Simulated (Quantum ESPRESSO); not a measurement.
A self-consistent single point of Au (Fm-3m, 1 atom in the cell) with Quantum ESPRESSO.

Method: LDA (PZ), GBRV 1.5 ultrasoft (LDA) pseudopotentials (plane waves; Quantum ESPRESSO).

```
CELL_PARAMETERS angstrom
     -2.11693     0.00000     2.11693
      0.00000     2.11693     2.11693
     -2.11693     2.11693     0.00000
ATOMIC_POSITIONS crystal
  Au 0.00000 0.00000 0.00000
```

Reference input (self-consistent single point, DFT, PBE, plane waves, GBRV 1.5 ultrasoft (PBE) pseudopotentials): ecutwfc = 40 Ry; ecutrho = 320 Ry; occupations = smearing; smearing = gauss; degauss = 0.0099958 Ry; potentials = {Au: au_pbe_v1.uspp.F.UPF}; K_POINTS = automatic 13 13 13 0 0 0; conv_thr = 1e-10 Ry. This run's input differs from it in these lines:

```diff
@@ -24,3 +24,3 @@
 ATOMIC_SPECIES
-Au   196.9666  au_pbe_v1.uspp.F.UPF
+Au   196.9666  au_lda_v1.uspp.F.UPF
 ATOMIC_POSITIONS {crystal}
```

The program printed (abridged):

```
     Self-consistent Calculation

     iteration #  1     ecut=    40.00 Ry     beta= 0.70

---- Real-time Memory Report at c_bands before calling an iterative solver
           116 MiB given to the printing process from OS
            22 MiB allocation reported by mallinfo(arena+hblkhd)
------------------

     Threshold (ethr) on eigenvalues was too large:
     Diagonalizing with lowered threshold

---- Real-time Memory Report at c_bands before calling an iterative solver
           124 MiB given to the printing process from OS
            27 MiB allocation reported by mallinfo(arena+hblkhd)
------------------

   [... lines left out ...]

---- Real-time Memory Report at c_bands before calling an iterative solver
           126 MiB given to the printing process from OS
            29 MiB allocation reported by mallinfo(arena+hblkhd)
------------------

     total energy              =    -114.90562986 Ry
     estimated scf accuracy    <          1.4E-09 Ry

     iteration #  9     ecut=    40.00 Ry     beta= 0.70

---- Real-time Memory Report at c_bands before calling an iterative solver
           126 MiB given to the printing process from OS
            29 MiB allocation reported by mallinfo(arena+hblkhd)
------------------
     End of self-consistent calculation

     the Fermi energy is    13.0218 ev

!    total energy              =    -114.90562986 Ry
     estimated scf accuracy    <          2.4E-12 Ry
     smearing contrib. (-TS)   =      -0.00028142 Ry
     internal energy E=F+TS    =    -114.90534843 Ry

     convergence has been achieved in   9 iterations

     Forces acting on atoms (cartesian axes, Ry/au):

     atom    1 type  1   force =     0.00000000    0.00000000    0.00000000

     Total force =     0.000000     Total SCF correction =     0.000000

          total   stress  (Ry/bohr**3)                   (kbar)     P=     -181.05
  -0.00123075   0.00000000   0.00000000         -181.05        0.00        0.00
   0.00000000  -0.00123075  -0.00000000            0.00     -181.05       -0.00
   0.00000000  -0.00000000  -0.00123075            0.00       -0.00     -181.05

   JOB DONE.
```

The run converged in 9 iterations. Against the reference run the pressure goes from -6.81 to -18.10 GPa.

The starting cell comes from a database of computed structures (which also holds hypothetical and non-ambient phases and stackings), without a prior relaxation at this level. Its lattice was rescaled by a random factor within 2.5 % of one. With a pressure of about -18 GPa the cell is away from its equilibrium volume at this level.
